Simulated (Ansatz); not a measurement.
For NiGe (Pnma, No. 62, 8 atoms in the cell; start mp-1099), PBEsol (Ansatz, a quantum-chemistry and plane-wave program, plane waves, PAW) gives:

```
Property                             Result
---------------------------  --------------
equilibrium volume per atom   13.11 Å³/atom
formation enthalpy           -0.371 eV/atom
```

Problem. What does r²SCAN-D4 in Ansatz (plane waves, PAW) give for the same quantities?

Solution. 
- equilibrium volume per atom: 13.17 Å³/atom (grows by 0.5 %)
- formation enthalpy: -0.284 eV/atom (moves by +0.087 eV/atom)

Changes are worked out from the printed values.

Unless a cell is named, each level is at its own relaxed cell (PBEsol 13.11, r²SCAN-D4 13.17 Å³/atom).

The crystal itself was run without spin with PBEsol, r²SCAN-D4; a magnetic state was not tried in these runs.

Caveats: the relaxation could not lower the start's symmetry, so the cell can be a saddle point above a distorted one (PBEsol, r²SCAN-D4). Ansatz's density-functional and Hartree–Fock values are scalar-relativistic unless marked +SOC, with PAW data made under PBE.

A start named mp-… is a Materials Project structure, which need not be a measured phase.
